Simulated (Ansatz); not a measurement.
Pressure series in MgTe

The parent structure is MgTe in the zinc blende structure (space group F-43m, No. 216).

```yaml
crystal:
  lattice:
    - [0.00000, 3.25469, 3.25469]
    - [3.25469, 0.00000, 3.25469]
    - [3.25469, 3.25469, 0.00000]
  atoms:
    - { symbol: Mg, position: [0.00000, 0.00000, 0.00000] }
    - { symbol: Te, position: [0.25000, 0.25000, 0.25000] }
```

Cell and atoms are relaxed at each pressure.

Method: PBE in Ansatz (plane waves to 420 eV, PAW, scalar-relativistic without spin-orbit coupling).

| P (GPa) | V (Å³/atom) |
|---|---|
| -1.98 | 36.868 |
| -1.01 | 35.579 |
| 0.89 | 33.622 |
| 2.10 | 32.620 |
| 4.49 | 30.996 |
| 9.00 | 28.735 |
| 15.00 | 26.606 |
| 22.50 | 24.692 |
| 30.00 | 23.251 |

Task: Fit a third-order Birch–Murnaghan equation of state.

Result: Least squares on P(V) = (3B₀/2)[(V₀/V)^(7/3) − (V₀/V)^(5/3)]·[1 + (3/4)(B₀′ − 4)((V₀/V)^(2/3) − 1)] gives V₀ = 34.47 Å³/atom, B₀ = 34 GPa and B₀′ = 4.1.

Between the base and pressure 2.1 GPa the gap moves from 2.33 eV to 2.58 eV, a mean slope of 120 meV/GPa.

With Te present, leaving out spin-orbit coupling can change the band edges. Load acts through the strain it causes; cell and atoms are relaxed under it. No phonon test of stability was made. Tetrahedral semiconductors of this kind turn to denser phases somewhere between about 1 and 50 GPa; those were not computed, so compressed cells here can lie past the real transition.

Ansatz is a quantum-chemistry and plane-wave program.
